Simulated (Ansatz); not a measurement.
System: Mo2SiC (model structure, started from the MAX type, P6₃/mmc, No. 194, 8 atoms in the cell). Method: LDA in Ansatz (PAW).

Settings: plane-wave cutoff 520 eV, 24×24×4 k mesh (along the axes of the cell as run), Fermi–Dirac smearing 0.05 eV, no spin polarisation, scalar-relativistic PAW data made under PBE.

Cell (relaxed at this level):

```
CELL_PARAMETERS angstrom
      3.05710     0.00000     0.00000
     -1.52855     2.64753     0.00000
      0.00000     0.00000    12.25117
ATOMIC_POSITIONS crystal
  Si 0.33333 0.66667 0.75000
  Si 0.66667 0.33333 0.25000
  Mo 0.33333 0.66667 0.09331
  Mo 0.66667 0.33333 0.59331
  Mo 0.66667 0.33333 0.90669
  Mo 0.33333 0.66667 0.40669
  C  0.00000 0.00000 0.00000
  C  0.00000 0.00000 0.50000
```

Q: Predict the bulk modulus B0.

A: 
bulk modulus B0: 249 GPa

Note: the run has no spin polarisation, so it can have missed a magnetic state; the bulk modulus is −V dP/dV from two relaxed cells at ±2 % in volume; the relaxation could raise the start's symmetry but not lower it, so the cell can be a saddle point.

The computed numbers hold no vibrational or temperature effects.

Computing time: around 8 core-minutes (rough).

A model structure was made by putting elements into a prototype or built by hand; it is no filed structure, need not be a known phase, and can be a saddle point held by its symmetry.

Ansatz is an electronic-structure program.
